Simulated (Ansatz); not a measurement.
We consider InGaZnO4 (R3m, No. 160, 7 atoms in the cell; start mp-1215688), described by HSE06+SOC in Ansatz (plane waves, PAW).

Run with plane-wave cutoff 460 eV, 8×8×8 k mesh, Fermi–Dirac smearing 0.01 eV, PAW data made under PBE.

Cell (relaxed with PBEsol):

Space group R3m, hexagonal axes (No. 160); a = 3.315 Å, b = 3.315 Å, c = 25.750 Å, α = 90.00°, β = 90.00°, γ = 120.00°

```
atom  site  symmetry       x       y       z
----  ----  --------  ------  ------  ------
Zn      3a        3m  0.0000  0.0000  0.7813
In      3a        3m  0.0000  0.0000  0.9971
Ga      3a        3m  0.0000  0.0000  0.2129
O       3a        3m  0.0000  0.0000  0.7049
O       3a        3m  0.0000  0.0000  0.2888
O       3a        3m  0.0000  0.0000  0.8788
O       3a        3m  0.0000  0.0000  0.1363
```
(The calculation used a cell of 7 atoms; values per cell refer to that cell.)

Q: Predict the band gap.

A: 
* **band gap**: 2.97 eV (on the SCF k mesh) (direct)

Note: cell and atoms aren't relaxed at this level (largest force component 0.24 eV/Å, pressure -0.4 GPa).

A start named mp-… is a Materials Project structure, which need not be a measured phase.

Ansatz is a first-principles code.
